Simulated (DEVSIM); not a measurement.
Device: GaAs n-i-p diode, at 400 K.

Layer 1 from the left is GaAs, thickness (μm) 0.400, Nd (cm⁻³) 1.5e17, τn (s) 3.2e-8, τp (s) 3.2e-8. Layer 2 from the left is GaAs, thickness (μm) 0.610, Na (cm⁻³) 2.4e11, τn (s) 3.2e-8, τp (s) 3.2e-8. Layer 3 from the left is GaAs, thickness (μm) 1.20, Na (cm⁻³) 6e17, τn (s) 9.6e-9, τp (s) 3.2e-8.

Left contact: ohmic. Right contact: ohmic. Voltage is applied to the left contact. Recombination: SRH at mid-gap, radiative. Mobility is μmin + (μ − μmin)/(1 + (N/Nref)^α).

This is a model device: material constants are rounded textbook-type values typed into the input, and sizes, dopings and lifetimes were drawn at random. Values at 300 K; Nc and Nv go as T^1.5, mobilities as T to minus their exponent, the gap by Varshni's rule with the affinity fixed.

GaAs: gap (eV) 1.424, affinity (eV) 4.07, permittivity 12.9, Nc (cm⁻³) 4.7e17, Nv (cm⁻³) 9e18, μn (cm²/Vs) 8500, μp (cm²/Vs) 400, μn,min 500, μp,min 20, Nref,n 6e16, Nref,p 1.5e17, αn 0.39, αp 0.38, T exponent of μn 2.1, T exponent of μp 2.2, B (cm³/s) 2e-10, Varshni α (eV/K) 0.000541, Varshni β (K) 204.

Model (solved in DEVSIM): 1D drift-diffusion, Boltzmann statistics, complete ionisation; no tunnelling, impact ionisation, image-force lowering or self-heating.

Q: What does the simulation give for the dark forward voltage at 1 A/cm², the dark forward voltage at 100 A/cm², the potential step across the device at zero bias?

A: dark forward voltage at 1 A/cm² 0.862 V; dark forward voltage at 100 A/cm² 1.030 V; potential step across the device at zero bias 1.215 V.
